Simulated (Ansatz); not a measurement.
Take BaS in the rock salt structure (space group Fm-3m, No. 225; a = 6.429 Å) as the base.

All numbers come from PBE in Ansatz (plane waves to 420 eV, PAW, scalar-relativistic without spin-orbit coupling).

Before the change:

The valley order is X along ⟨100⟩ 2.23 eV; Γ 3.59 eV.

Perturbation: every lattice vector is stretched by 1.00 %; the atoms relax in the strained cell.

**Question.** Predict the new valley order.

**Answer.** The valley order (the lowest conduction-band minima on the path, energy above the VBM, named in the base's zone) becomes X along ⟨100⟩ 2.27 eV; Γ 3.44 eV (base: X along ⟨100⟩ 2.23 eV; Γ 3.59 eV).

The levels and masses belong to the bands next to the band gap. No phonon test of stability was made.

Ansatz is a quantum-chemistry and plane-wave program.
